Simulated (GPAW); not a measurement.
Input and output of a self-consistent single point for Ta (Im-3m, 1 atom in the cell) (GPAW).

Method of the run: PBE, LCAO dzp, GPAW PAW datasets PBE (gpaw-data 1.0.1) in GPAW.

```
CELL_PARAMETERS angstrom
     -1.65825     1.65825     1.65825
      1.65825    -1.65825     1.65825
      1.65825     1.65825    -1.65825
ATOMIC_POSITIONS crystal
  Ta 0.00000 0.00000 0.00000
```

Reference input (self-consistent single point, DFT PBE, LCAO dzp, GPAW PAW datasets PBE (gpaw-data 1.0.1)): mode = lcao; h = 0.2 Å; basis = dzp; xc = PBE; kpts = 6 6 6; mesh shift (steps) = 0 0 0; occupations.name = methfessel-paxton; occupations.width = 0.1 eV; occupations.order = 0; symmetry.symmorphic = false; symmetry.tolerance = 0.0005; maxiter = 100. This run's input differs from it in these lines:

```diff
@@ -16,2 +16,3 @@
             occupations={'name': 'methfessel-paxton', 'width': 0.1, 'order': 0},
+            nbands=6,
             symmetry={'symmorphic': False, 'tolerance': 0.0005},
```

Output (repeated stretches shortened):

```
Input parameters:
  basis: dzp
  h: 0.2
  kpts: {gamma: True,
         size: (6, 6, 6)}
  maxiter: 100
  mode: lcao
  nbands: 6
  occupations: {name: methfessel-paxton,
                order: 0,
                width: 0.1}
  symmetry: {symmorphic: False,
             tolerance: 0.0005}
  xc: PBE

species:
  Ta:
    name: Tantalum
    Z: 73.0
    valence: 13
    core: 60
    charge: 0.0
    file: Ta.PBE.gz

    # LCAO basis set for Ta:
    #   Name: dzp
    #   File: Ta.dzp.basis.gz
    #   Number of radial functions: 11
    #   Number of spherical harmonics: 29
    #     l=0, rc=3.4531 Bohr: 5s-sz confined orbital
    #     l=0, rc=9.2500 Bohr: 6s-sz confined orbital
    #     l=1, rc=4.1562 Bohr: 5p-sz confined orbital
    #     l=1, rc=13.0938 Bohr: 6p-sz confined orbital
    #     l=2, rc=7.7188 Bohr: 5d-sz confined orbital
    #     l=0, rc=2.2031 Bohr: 5s-dz split-valence wave
    #     l=0, rc=5.5781 Bohr: 6s-dz split-valence wave
    #     l=1, rc=2.6094 Bohr: 5p-dz split-valence wave
    #     l=1, rc=8.1250 Bohr: 6p-dz split-valence wave
    #     l=2, rc=4.5156 Bohr: 5d-dz split-valence wave
    #     l=1, rc=9.2500 Bohr: p-type Gaussian polarization
    #   Number of RI-basis functions 0

Reference energy: -424172.441401  # eV

Spin-paired calculation

Traceback (most recent call last):
   [... frames left out ...]
ValueError: Too few bands!  Electrons: 13.000000, bands: 6
```

The program stopped before any SCF iteration. 

The starting cell has typed, rounded lattice constants, without a prior relaxation at this level. Its lattice was rescaled by up to half a per cent. Spin-orbit coupling is off. Values carry the incompleteness of an atom-centred basis.
